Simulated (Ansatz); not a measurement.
# Effect of 1 layer on CdS

The parent structure is CdS in the wurtzite structure (space group P6_3mc, No. 186; a = 4.164 Å, c = 6.767 Å). Axes: x lies along a and z along c of the hexagonal cell.

Modification: a free-standing slab of 1 layer (4 atoms, 4 a layer) is cut normal to the y axis, with 15 Å of vacuum and the in-plane cell held at bulk.

Computed with DFT with r2SCAN, PAW potentials and a 500 eV plane-wave cutoff in Ansatz (a first-principles code), no spin-orbit coupling. k-mesh 8×5×1 (Γ-centred); smearing 0.05 eV (Fermi–Dirac), for the changed cell.

- Shortest interatomic distance = 2.455 Å (base 2.544 Å)
- Band gap = 2.39 eV (base 1.63 eV)
- Gap character = direct at Γ
- Valence-band top at Γ (three highest levels, from the VBM) = 0.00, -0.50, -1.32 eV (base 0.00, 0.00, -0.04 eV)
- Thickness between the outermost nuclei = 1.68 Å

Final structure:

```yaml
crystal:
  lattice:
    - [4.16356, 0.00000, 0.00000]
    - [0.00000, 6.76722, 0.00000]
    - [0.00000, 0.00000, 16.20192]
  atoms:
    - { symbol: Cd, position: [0.50000, 0.02219, 0.51057] }
    - { symbol: S, position: [0.50000, 0.35261, 0.44802] }
    - { symbol: Cd, position: [0.00000, 0.52219, 0.48943] }
    - { symbol: S, position: [0.00000, 0.85261, 0.55198] }
```

Stability against distortions was not tested. k-point labels follow each cell's own Brillouin zone.
